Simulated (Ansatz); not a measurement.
The reference is Pd in the fcc (Cu type) structure (space group Fm-3m, No. 225; a = 3.8414 Å; relaxed with 0.1 eV smearing). Axes: x, y, z lie along the cube axes.

Method: Ansatz (an electronic-structure program), LDA, PAW, cutoff 420 eV, scalar-relativistic without spin-orbit coupling.

Perturbation: tensor shear ε_xy = +1.43 % (engineering shear γ = 0.0286); the atoms relax in the strained cell.

Predict the stress tensor and what it implies for the stiffness.

Stress of the strained cell less that of the base (GPa, compression positive):
```
    0.3    -2.7     0.0
   -2.7     0.3     0.0
    0.0     0.0    -0.1
```

Then −Δσ/γ with γ = 2ε = 0.0286 gives secant stiffness values (nonlinear terms included at this strain): C66 ≈ 93 GPa.

Stability against distortions was not tested. All final runs are without spin polarisation.
